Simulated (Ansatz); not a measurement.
Levels about the gap of amorphous Si₂₄O₅₃Nb₂ (79 atoms in a cell of 1183 Å³, 2.40 g/cm³; zone centre alone, so wide bands show as single levels with stretches between that a denser mesh fills), at the geometry that PBE relaxed, where it gives 1.6 GPa on a denser mesh. Exact exchange is cut at the faces of this small cell, which leaves a finite-size error. The participation number counts the atoms over which a state spreads; weights are charges in smoothed Voronoi cells. The levels come from a single point, so bond lengths are those of that geometry. Method of the levels: HSE06, scalar-relativistic without spin-orbit coupling (Ansatz, a first-principles code). Sampling: the zone centre alone; Fermi-Dirac width 0.01 eV; collinear spin, started from moments on atoms (the moments died out). At PBE the levels at both edges of the gap are localised (band-tail or defect states), and the nearest spread-out levels lie 5.2 eV apart at the zone centre.

Preparation: random packing, a CHGNet melt and quench, and a DFT relaxation. O atoms were pushed apart under 1.9 Å during the dynamics, to hinder bonds among them. The hot cell started wider than the set density and was brought back towards it in steps. It is the lowest in DFT energy of 2 quenches. It is a model cell: composition and starting density were chosen by hand, and all elements were melted together. No dispersion term was used. Its density started from a set value of 2.40 and ended at 2.40 g/cm³. The quench (nominally 480 K/ps over its main leg) was far faster than any real one, so the model tends to hold more defects than a real film. Values belong to this one cell and scatter from quench to quench. The volume was held where the preparation left it and the shape relaxed, at a PBE pressure of 1.6 GPa. Stress components on the final sampling reach 1.6 GPa.

```csv
"E - E(highest filled), eV",filling,spin,participation number,largest on,weight O,weight Nb,weight Si
-0.30,filled,dn,3.1,"O, 1 neighbours",0.93,0.05,0.02
-0.26,filled,up,4.1,"O, 1 neighbours",0.92,0.05,0.03
-0.26,filled,dn,4.1,"O, 1 neighbours",0.92,0.05,0.03
-0.19,filled,up,2.7,"O, 2 neighbours",0.95,0.02,0.04
-0.19,filled,dn,2.7,"O, 2 neighbours",0.95,0.02,0.04
0.00,filled,up,3.1,"O, 2 neighbours",0.93,0.03,0.04
0.00,filled,dn,3.1,"O, 2 neighbours",0.93,0.03,0.04
4.53,empty,dn,2.3,"Nb, 5 neighbours",0.31,0.65,0.04
4.53,empty,up,2.3,"Nb, 5 neighbours",0.31,0.65,0.04
5.05,empty,dn,2.5,"Nb, 5 neighbours",0.36,0.61,0.04
5.05,empty,up,2.5,"Nb, 5 neighbours",0.36,0.61,0.04
5.67,empty,dn,2.8,"Nb, 5 neighbours",0.37,0.57,0.06
5.67,empty,up,2.8,"Nb, 5 neighbours",0.37,0.57,0.06
5.84,empty,up,3.7,"Nb, 5 neighbours",0.41,0.50,0.09
```

Most localised among these is the empty level at +4.53 eV, on a Nb atom, which has 5 neighbours (O 1.87 Å, O 1.91 Å, O 1.94 Å, O 1.99 Å, O 1.99 Å).
